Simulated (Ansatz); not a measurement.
Start from Ru in the hcp (Mg type) structure (space group P6_3/mmc, No. 194; a = 2.7045 Å, c = 4.2601 Å). Axes: x lies along a and z along c of the hexagonal cell.

The values are results of r2SCAN (Ansatz, a first-principles code; PAW; 500 eV plane waves; no spin-orbit coupling), not measurements.

Strains are applied to the cell and any free atomic positions relax; under biaxial strain the out-of-plane vector relaxes too.

One change was made to it. Results:

```json
[
 {"quantity": "shortest interatomic distance", "base": "2.641 Å", "after": "2.586 Å"},
 {"quantity": "pressure (mean of the normal stresses, compression positive)", "base": "0.0 GPa", "after": "24.6 GPa"},
 {"quantity": "band gap", "base": "zero", "after": "zero"}
]
```

Which change produced these results?
A) isotropic strain +5.56 %
B) uniaxial strain ε_yy = −5.91 %
C) biaxial strain −1.39 %, plane normal [001], relaxed out of plane

B, uniaxial strain ε_yy = −5.91 %. For comparison, the pressure in the other runs: biaxial strain −1.39 %, plane normal [001], relaxed out of plane gives 7.1 GPa; isotropic strain +5.56 % gives -36.9 GPa.

Without a gap, meshes like the base's 20×20×11 leave anisotropic stresses uncertain by several tenths of a GPa, and small strain energies with them. No phonon test of stability was made. All final runs are without spin polarisation.
